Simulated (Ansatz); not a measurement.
Take GaN (space group P6_422, No. 181; a = 3.1637 Å, c = 7.4394 Å; a hypothetical phase, not in the database extracts checked) as the base.

(Cell as relaxed with PBE.)

Levels (all Ansatz, a first-principles code, PAW): PBE (420 eV, no SOC); PBEsol (420 eV, spin-orbit coupling left out).

Each level relaxes its own structure.

| quantity | PBE | PBEsol |
|---|---|---|
| volume per atom | 10.75 Å³ | 10.37 Å³ |
| lattice parameter a | 3.164 Å | 3.125 Å |
| lattice parameter c | 7.439 Å | 7.359 Å |
| band gap | 1.20 eV | 1.47 eV |
| gap character | direct at Γ | indirect, A → Γ |
| electron mass | 0.12 mₑ | 0.14 mₑ |

PBE's volume per atom lies 0.374 Å³ above PBEsol's (3.6 %); PBE's lattice parameter a lies 0.039 Å above PBEsol's (1.2 %); PBE's lattice parameter c lies 0.0808 Å above PBEsol's (1.1 %); PBE's band gap lies 0.27 eV below PBEsol's; they disagree on the gap character. Neither level is exact; PBEsol is the comparison here, not a measurement.

Masses are band curvatures over ±0.01 Å⁻¹ around the edge. No phonon test of stability was made. The base started in P3_121 and relaxed to P6_422 at this level.
